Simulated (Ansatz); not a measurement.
# Quick settings and what they miss: V6CoNi (Pm-3, 8 atoms in the cell)

Self-consistent single point.

```yaml
crystal:
  lattice:
    - [4.70706, 0.00000, 0.00000]
    - [0.00000, 4.70706, 0.00000]
    - [0.00000, 0.00000, 4.70706]
  atoms:
    - { symbol: V, position: [0.00000, 0.50000, 0.74933] }
    - { symbol: V, position: [0.00000, 0.50000, 0.25067] }
    - { symbol: V, position: [0.74933, 0.00000, 0.50000] }
    - { symbol: V, position: [0.25067, 0.00000, 0.50000] }
    - { symbol: V, position: [0.50000, 0.74933, 0.00000] }
    - { symbol: V, position: [0.50000, 0.25067, 0.00000] }
    - { symbol: Co, position: [0.50000, 0.50000, 0.50000] }
    - { symbol: Ni, position: [0.00000, 0.00000, 0.00000] }
```

Computed with r2SCAN, default PAW files made with PBE (plane waves; Ansatz, a quantum-chemistry and plane-wave program).

Base settings: basis.ecutwfc = 36.7 Ry; kpoints.mp_grid.grid = 7 7 7; hamiltonian.xc = r2scan; hamiltonian.pseudopotentials = {kind: paw} (the program's default PAW files); scf.occupations.method = fermi_dirac; scf.occupations.width = 0.0073 Ry.

Tight run (finer mesh or higher cutoff; not a proven limit): basis.ecutwfc: 36.7 Ry → 51.4 Ry; kpoints.mp_grid.grid: 7 7 7 → 10 10 10; scf.convergence.dr2_threshold: default (1e-07 eV) → 1e-09 eV. It gave Fermi level (on the code's own zero) 16.76 eV; pressure -10.26 GPa; largest force (vector length) 0.067 eV/Å.

Quick runs, as changes from the base:
- A: the base itself
- B: basis.ecutwfc: 36.7 Ry → 29.4 Ry; kpoints.mp_grid.grid: 7 7 7 → 2 2 2
- C: basis.ecutwfc: 36.7 Ry → 22 Ry; kpoints.mp_grid.grid: 7 7 7 → 1 1 1
- D: basis.ecutwfc: 36.7 Ry → 18.4 Ry; kpoints.mp_grid.grid: 7 7 7 → 3 3 3; hamiltonian.xc: r2scan → lda; scf.occupations.method: fermi_dirac → cold; scf.occupations.width: 0.0073 Ry → 0.0367 Ry [LDA (PW92)]
- E: basis.ecutwfc: 36.7 Ry → 22 Ry; kpoints.mp_grid.grid: 7 7 7 → 6 6 6; scf.occupations.width: 0.0073 Ry → 0.02 Ry; kpoints.mp_grid.shift: default → 0.5 0.5 0.5
- F: basis.ecutwfc: 36.7 Ry → 15.4 Ry; kpoints.mp_grid.grid: 7 7 7 → 4 4 4; hamiltonian.xc: r2scan → lda; scf.occupations.method: fermi_dirac → gaussian; scf.occupations.width: 0.0073 Ry → 0.01 Ry [LDA (PW92)]

Energies are extrapolated to zero smearing width, which holds to low order in the width alone.

Dashes: energy of D, F, another energy zero; count of D, F, another kind of functional, whose work the count does not hold.

† marks runs with another functional, U, potentials or spin treatment: their distance from the tight run is not a convergence error alone.

The count of work is k-points × plane waves × bands × iterations; it is no time. 

Pressures in the table are Ansatz's without its Pulay estimate, at a fixed set of plane waves; the tight run's value above holds the estimate.

The starting cell comes from a database of computed structures (which also holds hypothetical and non-ambient phases and stackings), without a prior relaxation at this level. Its lattice was rescaled by a random factor within 2.5 % of one. Spin polarisation is off. In the base run, with a pressure of about -10 GPa the cell is away from its equilibrium volume at this level. The cutoff lies below the one recommended for these files.

| run | energy less tight (meV/atom) | pressure less tight (GPa) | largest miss in a force vector (eV/Å) | count of work / tight |
|---|---|---|---|---|
| A | 2.3 | -0.04 | 0.002 | 0.13 |
| B | 70.4 | 1.15 | 0.035 | 0.018 |
| C | -558.1 | -39.90 | 0.051 | 0.0028 |
| D† | – | -143.04 | 0.001 | – |
| E | 234.8 | -23.40 | 0.029 | 0.028 |
| F† | – | -418.45 | 0.007 | – |

Among the runs at the tight run's level, the energy misses run from 2.3 to 558.1 meV/atom.

Keys are those of Ansatz 0.2.
